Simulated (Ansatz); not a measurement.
Hf: energy against strain

Hf (hcp, P6_3/mmc, 22.548 Å³/atom and stress up to 0.01 GPa in the relaxed cell, c along z) under an equal strain ε in the (0001) plane with the normal axis free, as in a coherent film. PBE in Ansatz, a plane-wave DFT program (PAW, default set), 420 eV, 21×21×12 Γ-centred mesh, Fermi-Dirac smearing 0.10 eV; ions are relaxed, or left where forces stay under 0.02 eV/Å, within the symmetry of each cell.

Here s stands for strain and y for E less E0.

| strain (%) | E less E0 (meV/atom) |
|---|---|
| -1.50 | 6.84 |
| -1.00 | 3.06 |
| -0.50 | 0.79 |
| 0.00 | 0.00 |
| 0.50 | 0.64 |
| 1.00 | 2.68 |
| 1.50 | 6.06 |
| 3.00 | ? |

Taking a parabola for y over the 7 complete rows: Least squares gives y = 0.000 - 0.2321·s + 2.8671·s². Residuals (row less fit): 0.041, -0.039, -0.043, 0.000, 0.039, 0.045, -0.043; standard error 0.051 (degrees of freedom: 4). The quadratic coefficient over the volume, 2.8671 meV × 10⁴ × 0.1602 / 22.548 Å³, is the biaxial elastic modulus of this plane = about 200 GPa.

### Question
Estimate the missing y (s = 3.00); what did the run itself give?

### Answer
y = 0.000 - 0.2321 × 3.0 + 2.8671 × 3.0² = 25.108 meV/atom. The calculation gives 23.91 meV/atom, 1.198 meV/atom below the prediction (5.0 % of the range of y in the table). The row lies outside the fitted rows, so this is an extrapolation. From the scatter of the fitted rows alone, a prediction at this place has a standard error of 0.195 meV/atom, so the miss is 6.1 times that.

A polynomial of degree 3 through the 12 other runs of the series gives 23.96 there, so most of the miss is curvature that the fit leaves out. In a metal these values are sensitive to mesh and smearing; energies are taken to zero smearing, stresses follow the free energy. Rows are the converged runs of the series near zero and its far end; series whose fitted rows scatter by over a few per cent of the range, as at a crossing or softening among them, aren't shown in this form, nor equations of state whose B0' disagrees with the runs' pressures. Most that stay on the fit to the last digits aren't either.
